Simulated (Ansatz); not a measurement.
The starting structures come from a database of crystals and need not be the phases stable at ambient conditions.

 Where the default PAW files enter, the runs use the earlier of Ansatz's two default sets.

By PBEsol, the system below comes out a metal.

A figure of merit of an interconnect metal is its ballistic conductance per area.

Data:

```
CELL_PARAMETERS angstrom
      4.12294     0.00000     0.00000
      0.00000     5.13888     0.00000
      2.06147     0.00000     3.67769
ATOMIC_POSITIONS crystal
  Ba 0.00000 0.00000 0.00000
  Si 0.66667 0.50000 0.66667
  Si 0.33333 0.50000 0.33333
```

Space group of this cell: Cmmm. The cell is strained (lengths along the current scaled by 1.03, ions clamped); by PBEsol its mean pressure is -3.2 GPa.

The current flows along the normal of the first two printed cell vectors. No spin-orbit coupling; the value is a mean over 0.1 eV about the Fermi level.

Task: Give the ballistic conductance per area that PBEsol (Ansatz, a program for electronic structure) yields.

Result: 0.76 × 10¹⁵ S/m² for both spins.
